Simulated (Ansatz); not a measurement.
System: MgO (model structure, started from the CsCl type, Pm-3m, No. 221, 2 atoms in the cell; like a known high-pressure phase). Method: r²SCAN in Ansatz (plane waves, PAW).

Settings: plane-wave cutoff 560 eV, 14×14×14 k mesh, Fermi–Dirac smearing 0.01 eV, scalar-relativistic PAW data made under PBE.

Cell (relaxed at this level):

```
MgO
1.0
    2.62335     0.00000     0.00000
    0.00000     2.62335     0.00000
    0.00000     0.00000     2.62335
Mg O
1 1
Direct
  0.00000   0.00000   0.00000
  0.50000   0.50000   0.50000
```

### Question
Estimate the band gap and bulk modulus that the calculation returns.

### Answer

- band gap: 3.49 eV (on the SCF k mesh)
- bulk modulus: 158 GPa

Note: the bulk modulus is −V dP/dV from two relaxed cells at ±2 % in volume.

Static lattice: no zero-point or thermal effects.

It cost about 25 core-seconds (a rough figure) of CPU time.

A model structure was made by putting elements into a prototype or built by hand; it is no filed structure, need not be a known phase, and can be a saddle point held by its symmetry.

Ansatz is a first-principles code.
